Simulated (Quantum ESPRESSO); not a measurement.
A self-consistent single point of TaN (Fm-3m, 2 atoms in the cell) with Quantum ESPRESSO.

Computed with PBE, spin-orbit coupling, PseudoDojo fully relativistic norm-conserving (PBE) pseudopotentials (plane waves; Quantum ESPRESSO 7.5).

```yaml
crystal:
  lattice:
    - [-2.17528, 0.00000, 2.17528]
    - [0.00000, 2.17528, 2.17528]
    - [-2.17528, 2.17528, 0.00000]
  atoms:
    - { symbol: Ta, position: [0.50000, 0.50000, 0.50000] }
    - { symbol: N, position: [0.00000, 0.00000, 0.00000] }
```

Reference input (self-consistent single point, DFT, PBE, plane waves, PseudoDojo standard norm-conserving (PBE) pseudopotentials): ecutwfc = 85 Ry; occupations = smearing; smearing = gauss; degauss = 0.0147 Ry; potentials = {Ta: Ta.upf, N: N.upf}; K_POINTS = automatic 13 13 13 0 0 0; conv_thr = 1e-10 Ry. This run's input differs from it in these lines:

```diff
@@ -18,2 +18,4 @@
   degauss = 0.0147
+  noncolin = .true.
+  lspinorb = .true.
 /
```

Its files differ too (potentials: PseudoDojo fully relativistic norm-conserving (PBE)).

Output (repeated stretches shortened):

```
     Self-consistent Calculation

     iteration #  1     ecut=    85.00 Ry     beta= 0.70

---- Real-time Memory Report at c_bands before calling an iterative solver
           184 MiB given to the printing process from OS
           155 MiB allocation reported by mallinfo(arena+hblkhd)
------------------

     total energy              =    -151.08937999 Ry
     estimated scf accuracy    <       0.47653955 Ry

     iteration #  2     ecut=    85.00 Ry     beta= 0.70

---- Real-time Memory Report at c_bands before calling an iterative solver
           199 MiB given to the printing process from OS
   [... lines left out ...]

---- Real-time Memory Report at c_bands before calling an iterative solver
           213 MiB given to the printing process from OS
           187 MiB allocation reported by mallinfo(arena+hblkhd)
------------------

     total energy              =    -151.33515910 Ry
     estimated scf accuracy    <          2.5E-10 Ry

     iteration # 14     ecut=    85.00 Ry     beta= 0.70

---- Real-time Memory Report at c_bands before calling an iterative solver
           213 MiB given to the printing process from OS
           187 MiB allocation reported by mallinfo(arena+hblkhd)
------------------
     End of self-consistent calculation

     the Fermi energy is    22.3468 ev

!    total energy              =    -151.33515910 Ry
     estimated scf accuracy    <          8.5E-12 Ry
     smearing contrib. (-TS)   =      -0.00094459 Ry
     internal energy E=F+TS    =    -151.33421451 Ry

     convergence has been achieved in  14 iterations

     Forces acting on atoms (cartesian axes, Ry/au):

     atom    1 type  1   force =     0.00000000   -0.00000000    0.00000000
     atom    2 type  2   force =    -0.00000000   -0.00000000   -0.00000000

     Total force =     0.000000     Total SCF correction =     0.000000

          total   stress  (Ry/bohr**3)                   (kbar)     P=      165.60
   0.00112575   0.00000000   0.00000000          165.60        0.00        0.00
   0.00000000   0.00112575  -0.00000000            0.00      165.60       -0.00
   0.00000000  -0.00000000   0.00112575            0.00       -0.00      165.60

   JOB DONE.
```

The run converged in 14 iterations. Against the reference run the pressure goes from 16.18 to 16.56 GPa. The full log also holds: “c_bands:  1 eigenvalues not converged”.

The starting cell comes from a database of computed structures (which also holds hypothetical and non-ambient phases and stackings), without a prior relaxation at this level. Its lattice was rescaled by a random factor within 2.5 % of one. With a pressure of about 17 GPa the cell is away from its equilibrium volume at this level.

Cost on one core of a shared machine: roughly 3 min.
